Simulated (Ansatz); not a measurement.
# Effect of Al → Ga on AlN

Consider AlN in the wurtzite structure (space group P6_3mc, No. 186; a = 3.1138 Å, c = 4.9836 Å).

The change: every Al is replaced by Ga, then cell and atoms are relaxed.

All numbers come from PBEsol/PAW in Ansatz (a first-principles code), scalar-relativistic without spin-orbit coupling. Γ-centred 12×12×7 mesh, Fermi–Dirac width 0.05 eV.

| quantity | base | changed | shift |
|---|---|---|---|
| volume per atom | 10.46 Å³ | 11.37 Å³ | +0.91 Å³ |
| density | 3.25 g/cm³ | 6.11 g/cm³ | +2.86 g/cm³ |
| lattice parameter a | 3.114 Å | 3.183 Å | +0.069 Å |
| c/a ratio | 1.600 | 1.629 | +0.029 |
| space group | P6_3mc (No. 186) | P6_3mc (No. 186) | – |
| band gap | 4.09 eV | 1.88 eV | -2.219 eV |
| gap character | direct at Γ | direct at Γ | – |
| width of the top valence band | 2.41 eV | 2.82 eV | +0.41 eV |
| electron mass | – | 0.16 mₑ along c, 0.17 mₑ across (at Γ) | – |
| valence-band top at Γ (three highest levels, from the VBM) | 0.00, -0.22, -0.22 eV | 0.00, 0.00, -0.04 eV | – |

Final structure:

```
CELL_PARAMETERS angstrom
      3.18257     0.00000     0.00000
     -1.59129     2.75619     0.00000
      0.00000     0.00000     5.18543
ATOMIC_POSITIONS crystal
  Ga 0.33333 0.66667 0.99909
  Ga 0.66667 0.33333 0.49909
  N  0.33333 0.66667 0.37571
  N  0.66667 0.33333 0.87571
```

Effective masses come from finite differences of ±0.01 Å⁻¹. No phonon test of stability was made.
